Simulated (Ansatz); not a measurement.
The starting structures come from a database of crystals and need not be the phases stable at ambient conditions.

Here is the system:

```yaml
crystal:
  lattice:
    - [5.55613, 0.00000, 0.00000]
    - [0.00000, 5.87031, 0.04306]
    - [0.00000, -1.99698, 8.78515]
  atoms:
    - { symbol: Hg, position: [0.75432, 0.06651, 0.17239] }
    - { symbol: Hg, position: [0.25432, 0.93349, 0.82761] }
    - { symbol: I, position: [0.23085, 0.42943, 0.15116] }
    - { symbol: I, position: [0.73085, 0.57057, 0.84884] }
    - { symbol: I, position: [0.26554, 0.26886, 0.56745] }
    - { symbol: I, position: [0.76554, 0.73114, 0.43255] }
    - { symbol: O, position: [0.56391, 0.48550, 0.35213] }
    - { symbol: O, position: [0.06391, 0.51450, 0.64787] }
    - { symbol: O, position: [0.99748, 0.33700, 0.00587] }
    - { symbol: O, position: [0.49748, 0.66300, 0.99413] }
    - { symbol: O, position: [0.07836, 0.29357, 0.29611] }
    - { symbol: O, position: [0.57836, 0.70643, 0.70389] }
    - { symbol: O, position: [0.56642, 0.97393, 0.41475] }
    - { symbol: O, position: [0.06642, 0.02607, 0.58525] }
    - { symbol: O, position: [0.92549, 0.82797, 0.93433] }
    - { symbol: O, position: [0.42549, 0.17203, 0.06567] }
    - { symbol: O, position: [0.93863, 0.75968, 0.25932] }
    - { symbol: O, position: [0.43863, 0.24032, 0.74068] }
```

Space group of this cell: P2_1. The cell was relaxed by PBE-D3(BJ); by r2SCAN its mean pressure is -2.8 GPa.

Transport runs along the normal of the first two printed cell vectors.

The gap is the functional's own. No spin-orbit coupling. Mid-gap values are interpolated on the energy grid.

Q: Estimate the band gap and the smallest decay constant κ at mid-gap that r2SCAN (Ansatz, a quantum-chemistry and plane-wave program) returns for this system.

A: Gap 3.09 eV on a 6×6×4 mesh; κ = 0.425 1/Å, at (0.167, 0.000) of the in-plane reciprocal vectors. At the zone centre, at the nearest computed energy, the slowest state has κ = 0.44 1/Å.
